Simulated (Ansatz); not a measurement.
The parent structure is BP in the zinc blende structure (space group F-43m, No. 216; a = 4.548 Å).

(Cell as relaxed with PBE.)

Levels (all Ansatz, an electronic-structure program, PAW): PBE (420 eV, no spin-orbit coupling); PBEsol (420 eV, no SOC).

Each level relaxes its own structure.

```csv
quantity,PBE,PBEsol
volume per atom,11.76 Å³,(withheld)
lattice parameter a,4.548 Å,(withheld)
band gap,1.25 eV,(withheld)
gap character,"indirect, Γ → Γ–X (83 % along)",(withheld)
electron mass,"1.3 mₑ along k, 0.23 mₑ across",(withheld)
"hole mass (degenerate bands, along [100])","0.26, 0.26, 0.33 mₑ",(withheld)
```

What does PBEsol give?


- volume per atom, PBEsol: 11.54 Å³
- lattice parameter a, PBEsol: 4.520 Å
- band gap, PBEsol: 1.11 eV
- gap character, PBEsol: indirect, Γ → Γ–X (83 % along)
- electron mass, PBEsol: 1.3 mₑ along k, 0.22 mₑ across
- hole mass (degenerate bands, along [100]), PBEsol: 0.25, 0.25, 0.34 mₑ

PBE's volume per atom lies 0.22 Å³ above PBEsol's (1.9 %); PBE's lattice parameter a lies 0.028 Å above PBEsol's (0.6 %); PBE's band gap lies 0.14 eV above PBEsol's; the two agree on the gap character. Neither level is exact; PBEsol is the comparison here, not a measurement.

Masses are band curvatures over ±0.01 Å⁻¹ around the edge. Along k means along the line from Γ to the band edge. Whether these cells are dynamically stable was not tested.
